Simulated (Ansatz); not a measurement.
## ZnS: energy against strain

ZnS (zinc blende, F-43m, 19.564 Å³/atom at rest) under an equal strain ε in the (111) plane with the normal axis free, as in a coherent film. r2SCAN in Ansatz, a plane-wave DFT program (PAW, default set), 500 eV, 11×11×11 Γ-centred mesh, Fermi-Dirac smearing 0.05 eV; ions are relaxed within the symmetry of each cell.

Here s stands for strain and y for E less E0.

```csv
strain (%),E less E0 (meV/atom)
-1.25,3.16
-0.83,1.38
-0.42,0.35
0.00,0.00
0.42,0.35
0.83,1.35
1.25,3.03
2.50,?
```

Question: Fit y against s with a parabola, and predict the withheld value at s = 2.50.

Answer: Least squares gives y = 0.000 - 0.0386·s + 1.9806·s². Residuals (row less fit): 0.017, -0.016, -0.016, 0.000, 0.017, 0.018, -0.016; standard error 0.020 (degrees of freedom: 4). Twice the quadratic coefficient over the volume, 2 × 1.9806 meV × 10⁴ × 0.1602 / 19.564 Å³, is twice the biaxial elastic modulus of this plane = 324 ± 2 GPa. At the withheld row, y = 0.000 - 0.0386 × 2.50 + 1.9806 × 2.50² = 12.282 meV/atom. The calculation gives 11.87 meV/atom, 0.412 meV/atom below the prediction (3.5 % of the range of y in the table). The row lies outside the fitted rows, so this is an extrapolation. From the scatter of the fitted rows alone, a prediction at this place has a standard error of 0.078 meV/atom, so the miss is 5.3 times that.

One order more, fitted to all 13 runs of the series, follows each within 0.01, so the miss is the next term of a smooth law. Rows are the converged runs of the series near zero and its far end; series whose fitted rows scatter by over a few per cent of the range, as at a crossing or softening among them, aren't shown in this form. Most that stay on the fit to the last digits aren't either.
